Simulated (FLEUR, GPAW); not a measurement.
A GPAW input for a self-consistent single point of InRh (Pm-3m, 2 atoms in the cell) (DFT PBEsol, plane waves, GPAW PAW datasets PBEsol (made by gpaw-setup)):

```python
from ase import Atoms
from ase.units import GPa
from gpaw import GPAW, PW

atoms = Atoms(['In', 'Rh'],
              cell=[[3.209680, 0.000000, 0.000000],
                    [0.000000, 3.209680, 0.000000],
                    [0.000000, 0.000000, 3.209680]],
              scaled_positions=[[0.000000, 0.000000, 0.000000],
                                [0.500000, 0.500000, 0.500000]],
              pbc=True)

calc = GPAW(mode=PW(600),
            xc='PBEsol',
            kpts={'size': (10, 10, 10), 'gamma': True},
            occupations={'name': 'methfessel-paxton', 'width': 0.2, 'order': 0},
            nbands=-8,
            symmetry={'symmorphic': False, 'tolerance': 0.0005},
            maxiter=120,
            txt='-')

atoms.calc = calc

energy = atoms.get_potential_energy()
print('Energy (eV):', round(energy, 6))
forces = atoms.get_forces()
print('Forces (eV/Ang):')
print(forces.round(5))
stress = atoms.get_stress()
print('Stress (GPa, Voigt):', (stress / GPa).round(4))
```

Task: Give the FLEUR input for the same structure, mesh, smearing and functional.

Result: This is the input that was run; spellings and numerical settings could be chosen otherwise.

Input of the input generator:

```
InRh
&input film=f /
6.0654161477 0.0000000000 0.0000000000
0.0000000000 6.0654161477 0.0000000000
0.0000000000 0.0000000000 6.0654161477
1.0
1.0 1.0 1.0

2
49 0.0000000000 0.0000000000 0.0000000000
45 0.5000000000 0.5000000000 0.5000000000

&comp jspins=1 /
&exco xctyp='PBEs' /
&kpt div1=10 div2=10 div3=10 gamma=t /
&end /
```

```xml
<?xml version="1.0" encoding="UTF-8" standalone="no"?>
<fleurInput fleurInputVersion="0.39">
   <comment>
      InRh                                                                                                
   </comment>
   <calculationSetup>
      <cutoffs Kmax="4.1" Gmax="16.4" GmaxXC="16.4" numbands="0"/>
      <scfLoop itmax="80" minDistance="0.00001" maxIterBroyd="15" imix="Anderson" alpha="0.05" precondParam="0.0" spinf="2.0"/>
      <coreElectrons ctail="T" frcor="F" kcrel="0" coretail_lmax="0"/>
      <xcFunctional name="PBEs" relativisticCorrections="F"/>
      <magnetism jspins="1"/>
      <soc l_soc="F" theta="0.0" phi="0.0" spav="F"/>
      <expertModes spex="0" secvar="F"/>
      <geometryOptimization l_f="T" forcealpha="1.0" forcemix="BFGS" epsdisp="0.00001" epsforce="0.00001"/>
      <ldaU l_linMix="F" mixParam="0.05" spinf="1.0"/>
   </calculationSetup>
   <cell>
      <bzIntegration valenceElectrons="28.0" mode="gauss" fermiSmearingEnergy="0.00734986">
         <kPointListSelection listName="default-1"/>
         <!-- k-points included here -->
         <xi:include xmlns:xi="http://www.w3.org/2001/XInclude" href="kpts.xml"> </xi:include>
      </bzIntegration>
      <!-- symmetry operations included here -->
      <xi:include xmlns:xi="http://www.w3.org/2001/XInclude" href="sym.xml"> </xi:include>
      <bulkLattice scale="1.0">
         <bravaisMatrix>
            <row-1>    6.0654161476999997     0.0000000000000000     0.0000000000000000</row-1>
            <row-2>    0.0000000000000000     6.0654161476999997     0.0000000000000000</row-2>
            <row-3>    0.0000000000000000     0.0000000000000000     6.0654161476999997</row-3>
         </bravaisMatrix>
      </bulkLattice>
   </cell>
   <atomSpecies>
      <species name="Indium (In)" element="In" atomicNumber="49">
         <mtSphere radius="2.40" gridPoints="847" logIncrement="0.015"/>
         <atomicCutoffs lmax="10" lnonsphr="8"/>
         <electronConfig flipSpins="F">
            <coreConfig>(1s1/2) (2s1/2) (2p1/2) (2p3/2) (3s1/2) (3p1/2) (3p3/2) (4s1/2) (3d3/2) (3d5/2) (4p1/2) (4p3/2)</coreConfig>
            <valenceConfig>(5s1/2) (4d3/2) (4d5/2) (5p1/2) (5p3/2)</valenceConfig>
            <stateOccupation state="(5p1/2)" spinUp="0.1666666666667" spinDown="0.1666666666667"/>
            <stateOccupation state="(5p3/2)" spinUp="0.3333333333333" spinDown="0.3333333333333"/>
         </electronConfig>
         <energyParameters s="5" p="5" d="5" f="4"/>
         <lo type="SCLO" l="2" n="4" eDeriv="0"/>
      </species>
      <species name="Rhodium (Rh)" element="Rh" atomicNumber="45">
         <mtSphere radius="2.40" gridPoints="847" logIncrement="0.015"/>
         <atomicCutoffs lmax="10" lnonsphr="8"/>
         <electronConfig flipSpins="F">
            <coreConfig>(1s1/2) (2s1/2) (2p1/2) (2p3/2) (3s1/2) (3p1/2) (3p3/2) (4s1/2) (3d3/2) (3d5/2)</coreConfig>
            <valenceConfig>(4p1/2) (4p3/2) (5s1/2) (4d3/2) (4d5/2)</valenceConfig>
            <stateOccupation state="(5s1/2)" spinUp="0.5" spinDown="0.5"/>
            <stateOccupation state="(4d3/2)" spinUp="1.6" spinDown="1.6"/>
            <stateOccupation state="(4d5/2)" spinUp="2.4" spinDown="2.4"/>
         </electronConfig>
         <energyParameters s="5" p="5" d="4" f="4"/>
         <lo type="SCLO" l="1" n="4" eDeriv="0"/>
      </species>
   </atomSpecies>
   <atomGroups>
      <atomGroup species="Indium (In)">
         <relPos label="                   1">.0000000000 .0000000000 .0000000000</relPos>
         <force calculate="T" relaxXYZ="TTT"/>
      </atomGroup>
      <atomGroup species="Rhodium (Rh)">
         <relPos label="                   2">1.000/2.000 1.000/2.000 1.000/2.000</relPos>
         <force calculate="T" relaxXYZ="TTT"/>
      </atomGroup>
   </atomGroups>
   <output dos="F" band="F" slice="F">
      <checks vchk="F" cdinf="F"/>
      <bandDOS minEnergy="-.5*Htr" maxEnergy="0.5*Htr" sigma="0.015" storeEVData="T"/>
      <vacuumDOS vacdos="F" integ="F" star="F" nstars="0" locx1="0.0" locy1="0.0" locx2="0.0" locy2="0.0" nstm="0" tworkf="0.0"/>
      <unfoldingBand unfoldBand="F" supercellX="1" supercellY="1" supercellZ="1"/>
      <plotting iplot="0" polar="F">
         <plot TwoD="T" vec1="  1.0  0.0  0.0" vec2="  0.0  1.0  0.0" vec3="  0.0  0.0  1.0" zero="  0.0  0.0  0.0" file="plot"/>
      </plotting>
      <chargeDensitySlicing numkpt="0" minEigenval="0.0" maxEigenval="0.0" nnne="0" pallst="F"/>
      <specialOutput eonly="F"/>
      <magneticCircularDichroism mcd="F" energyLo="-10.0" energyUp="0.0"/>
   </output>
  <!-- We include the file relax.xml here to enable relaxations (see documentation) -->
  <xi:include xmlns:xi="http://www.w3.org/2001/XInclude" href="relax.xml"> <xi:fallback/> </xi:include>
</fleurInput>
```

Basis settings and potentials, where a program has them, do not carry over. This input uses DFT, PBEsol, all-electron FLAPW (FLEUR), scalar-relativistic valence.

The starting cell comes from a database of computed structures (which also holds hypothetical and non-ambient phases and stackings), without a prior relaxation at this level.
